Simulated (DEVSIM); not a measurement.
Structure: abrupt Si n-p junction, at 300 K.

Layer 1 from the left is Si, thickness (μm) 67.0, Nd (cm⁻³) 1.1e18, τn (s) 2.4e-5, τp (s) 2.4e-5. Layer 2 from the left is Si, thickness (μm) 0.300, Na (cm⁻³) 5.9e16, τn (s) 2.4e-5, τp (s) 2.4e-5.

Left contact: ohmic. Right contact: ohmic. Voltage is applied to the left contact. Recombination: SRH at mid-gap. Mobility is μmin + (μ − μmin)/(1 + (N/Nref)^α).

The device is made up for the run: typed textbook-type constants, with dimensions and the other settings drawn at random. Values at 300 K.

Si: gap (eV) 1.124, affinity (eV) 4.05, permittivity 11.7, Nc (cm⁻³) 2.86e19, Nv (cm⁻³) 3.1e19, μn (cm²/Vs) 1417, μp (cm²/Vs) 470, μn,min 52, μp,min 45, Nref,n 9.7e16, Nref,p 2.2e17, αn 0.68, αp 0.72.

Simulated with DEVSIM: 1D drift-diffusion, Boltzmann statistics, complete ionisation; no tunnelling, impact ionisation, image-force lowering or self-heating.

Dark forward current:

```
|V| (V)  |J| (A/cm²)
-------  -----------
0.05        2.435e-9
0.10        1.854e-8
0.15        1.265e-7
0.20        8.537e-7
0.25        5.755e-6
0.30        3.880e-5
0.35       0.0002614
0.40        0.001761
0.45         0.01185
0.50         0.07957
0.55          0.5325
0.60           3.506
0.65           21.25
0.70           94.90
0.75           259.5
0.80           492.3
0.85           763.2
0.90            1056
0.95            1362
1.00            1677
1.05            1998
1.10            2324
```

Task: Work out the local ideality factor n = ΔV / (kT/q · ln(J2/J1)) between the rows 0.15 and 0.20 V, 1.05 and 1.10 V.

Result: kT/q = 25.85 mV. From 0.15 to 0.20 V: ln(8.537e-7/1.265e-7) = 1.909, n = 1.01, near the 1 of diffusion or emission over a barrier. From 1.05 to 1.10 V: ln(2324/1998) = 0.151, n = 12.80; the layers' resistance at their doping, Σ W/(qμN) = 0.00015 Ω cm², would take 49 mV of this step of 50 mV.

Task: Estimate the current at 0.35 V from the Shockley equation with J0 = Σ q ni² D/(N L) coth(W/L), τ joining the SRH, radiative and Auger lifetimes that are on, and W taken as the whole layer.

Result: ni² = 1.16e20 cm⁻⁶; holes in the n layer: μ = 147 cm²/Vs, D = 3.79 cm²/s, τ = 2.40e-5 s, L = 95.3 μm, W/L = 0.70, term 1.11e-14 A/cm²; electrons in the p layer: μ = 849 cm²/Vs, D = 21.9 cm²/s, τ = 2.40e-5 s, L = 229 μm, W/L = 0.0013, term 2.30e-10 A/cm². J0 = 2.30e-10 A/cm², and J = J0 exp(qV/kT) = 0.000175 A/cm². The simulation gives 0.000261 A/cm²; the estimate lies 33 % below. The estimate leaves out recombination in the depletion region and that region's share of W.
